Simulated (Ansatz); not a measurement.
Amorphous cells of 8 compositions: the gap between the highest filled and lowest empty level at the zone centre, by PBE and by a single point of HSE06 on the same geometry (PBE, scalar-relativistic without spin-orbit coupling (plane waves to 420 eV, PAW; Ansatz, a quantum-chemistry and plane-wave program); exact exchange cut at the cells' faces). The networks come from melt-quench runs on the CHGNet potential at compositions and starting densities chosen by hand, with anions pushed apart in the CHGNet dynamics, and DFT then relaxed them. The cells are small and were quenched far faster than real films, so single cells scatter. Defect or tail levels can set these gaps. The rows are the first to finish with both values and no moments.

```
cell                             PBE gap x (eV)  HSE06 gap y (eV)
-------------------------------  --------------  ----------------
A (In9Ga9Zn9O35F2, 5.60 g/cm3)             0.98              2.59
B (In9Ga9Zn9O41Ta2, 6.11 g/cm3)            1.14              2.74
C (Si24O50Ti, 2.24 g/cm3)                  3.07              4.90
D (Hf18O33N2, 9.17 g/cm3)                  3.16              4.49
E (Si24O48H2, 2.18 g/cm3)                  3.79              5.01
F (Hf18O39Y2, 8.61 g/cm3)                  4.22              5.80
G (Si24O49Mg, 2.22 g/cm3)                  4.53          withheld
H (Si24O47, 2.20 g/cm3)                    4.56              5.91
```

Question: Fit a straight line through the 7 full rows and predict the withheld value for G (Si24O49Mg, 2.22 g/cm3).

Answer: Means: x = 2.989, y = 4.491. Slope = Σ(Δx Δy) / Σ(Δx²) = 11.35 / 12.12 = 0.936; the r.m.s. residual is 0.177. Prediction: 4.491 + 0.936 × (4.53 − 2.989) = 5.93. The run gave 6.27, 0.34 above the line.
